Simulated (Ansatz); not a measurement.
Defect migration in monoclinic ZrO2: O vacancy, charge state +2. Computed with PBE, PAW (plane waves to 420 eV; Ansatz, a first-principles code).

Settings: 96 host sites, the relaxed PBE lattice, the Γ point alone, smearing 0.01 eV, spin-restricted, no image-charge correction. Energies are static. The charge state is imposed; whether it is stable for some Fermi level was not computed. Forms of the defect that were not tried may lie lower.

Barriers: single points on a 2×2×2 k-point mesh shifted by half a step at the bands' geometries.

The step: a nearby O atom hops onto the vacant site. Atoms about the jump, Cartesian Å from the middle of the jump, before and after:

```csv
atom,x0,y0,z0,x1,y1,z1
O1,-0.46,-0.81,0.65,0.46,0.81,-0.65
Zr2,-1.46,-0.33,-1.17,-1.27,-0.13,-1.25
Zr3,1.27,0.13,1.25,1.46,0.33,1.17
O4,0.02,1.68,1.80,0.01,1.59,1.89
O5,-0.01,-1.59,-1.89,-0.02,-1.68,-1.80
O6,-2.36,1.31,0.11,-2.32,1.34,0.11
O7,2.32,-1.34,-0.11,2.36,-1.31,-0.11
O8,2.45,1.32,0.00,2.88,1.38,0.15
O9,-2.88,-1.38,-0.15,-2.45,-1.32,0.00
O10,-1.92,1.22,-2.51,-1.93,1.29,-2.57
O11,1.93,-1.29,2.57,1.92,-1.22,2.51
Zr12,1.82,2.56,-1.65,1.69,2.38,-1.53
Zr13,-1.69,-2.38,1.53,-1.82,-2.56,1.65
Zr14,-1.68,2.84,1.54,-1.67,2.84,1.53
Zr15,1.67,-2.84,-1.53,1.68,-2.84,-1.54
O16,0.85,1.54,-3.24,0.87,1.63,-3.36
O17,-0.87,-1.63,3.36,-0.85,-1.54,3.24
O18,-0.03,3.41,-1.76,-0.03,3.49,-1.84
O19,0.03,-3.49,1.84,0.03,-3.41,1.76
O20,2.38,1.26,2.78,2.43,1.33,2.79
O21,-2.43,-1.33,-2.79,-2.38,-1.26,-2.78
```

### Question
Where do these atoms stand at the saddle point, and how high is it?

### Answer

```csv
atom,x,y,z
O1,0.00,0.00,-0.01
Zr2,-1.44,-0.25,-1.25
Zr3,1.44,0.24,1.23
O4,0.07,1.72,1.90
O5,-0.08,-1.73,-1.91
O6,-2.40,1.35,0.11
O7,2.39,-1.36,-0.12
O8,2.68,1.39,0.05
O9,-2.68,-1.40,-0.06
O10,-1.96,1.26,-2.56
O11,1.95,-1.26,2.55
Zr12,1.82,2.53,-1.63
Zr13,-1.82,-2.54,1.61
Zr14,-1.66,2.82,1.54
Zr15,1.65,-2.83,-1.56
O16,0.84,1.53,-3.24
O17,-0.84,-1.54,3.23
O18,-0.04,3.40,-1.76
O19,0.03,-3.41,1.75
O20,2.45,1.33,2.83
O21,-2.46,-1.34,-2.85
```
It lies 0.73 eV above the start and 0.73 eV above the end. The saddle point's order was not checked, and it lies on a symmetry element of the cell, where a band can be held.
